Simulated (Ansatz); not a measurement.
Data:

```
CELL_PARAMETERS angstrom
     -1.60119     1.60119     3.81113
      1.60119    -1.60119     3.81113
      1.60119     1.60119    -3.81113
ATOMIC_POSITIONS crystal
  Si 0.66584 0.66584 0.00000
  Si 0.33416 0.33416 0.00000
  W  0.00000 0.00000 0.00000
```

No spin polarisation.

Calculations: plane-wave PAW DFT at the PBEsol level (Ansatz, a quantum-chemistry and plane-wave program, 420 eV), no spin-orbit coupling. Γ-centred 25×25×25 mesh, Fermi–Dirac width 0.1 eV.

Task: Predict the stress and band gap.

Result: 
* **Stress (xx, yy, zz, yz, xz, xy; compression positive)**: (2.7, 2.7, 15.6, 0.0, 0.0, 0.0) GPa
* **Band gap**: zero

The cells carry an imposed strain or load. Stability against distortions was not tested. All final runs are without spin polarisation. The cell was made from WSi2 (space group I4/mmm, No. 139) by this change: uniaxial strain ε_zz = −2.50 %.
